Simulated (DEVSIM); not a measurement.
Device: isotype n-n heterojunction Si/Ge, at 250 K.

Layer 1 from the left is Si, thickness (μm) 0.460, Nd (cm⁻³) 4.2e16, τn (s) 3.2e-7, τp (s) 3.2e-7. Layer 2 from the left is Ge, thickness (μm) 0.0580, Nd (cm⁻³) 7.1e17, τn (s) 3.2e-7, τp (s) 3.2e-7.

Left contact: ohmic. Right contact: ohmic. Voltage is applied to the left contact. Recombination: SRH at mid-gap, radiative, Auger. Mobility is μmin + (μ − μmin)/(1 + (N/Nref)^α).

This is a model device: material constants are rounded textbook-type values typed into the input, and sizes, dopings and lifetimes were drawn at random. Values at 300 K; Nc and Nv go as T^1.5, mobilities as T to minus their exponent, the gap by Varshni's rule with the affinity fixed.

Si: gap (eV) 1.124, affinity (eV) 4.05, permittivity 11.7, Nc (cm⁻³) 2.86e19, Nv (cm⁻³) 3.1e19, μn (cm²/Vs) 1417, μp (cm²/Vs) 470, μn,min 52, μp,min 45, Nref,n 9.7e16, Nref,p 2.2e17, αn 0.68, αp 0.72, T exponent of μn 2.3, T exponent of μp 2.2, B (cm³/s) 4.7e-15, Cn (cm⁶/s) 2.8e-31, Cp (cm⁶/s) 9.9e-32, Varshni α (eV/K) 0.000473, Varshni β (K) 636. Ge: gap (eV) 0.664, affinity (eV) 4, permittivity 16, Nc (cm⁻³) 1.04e19, Nv (cm⁻³) 6e18, μn (cm²/Vs) 3900, μp (cm²/Vs) 1900, μn,min 150, μp,min 100, Nref,n 2.6e17, Nref,p 4e17, αn 0.56, αp 0.6, T exponent of μn 1.66, T exponent of μp 2.33, B (cm³/s) 6.4e-14, Cn (cm⁶/s) 1e-31, Cp (cm⁶/s) 1e-31, Varshni α (eV/K) 0.000477, Varshni β (K) 235.

Simulated with DEVSIM: 1D drift-diffusion, Boltzmann statistics, complete ionisation; no tunnelling, impact ionisation, image-force lowering or self-heating. Band offsets follow the typed affinities; no thermionic-emission limit at abrupt steps, no polarisation charge.

Problem. What does the simulation give for the potential step across the device at zero bias?

Solution. potential step across the device at zero bias 0.133 V.
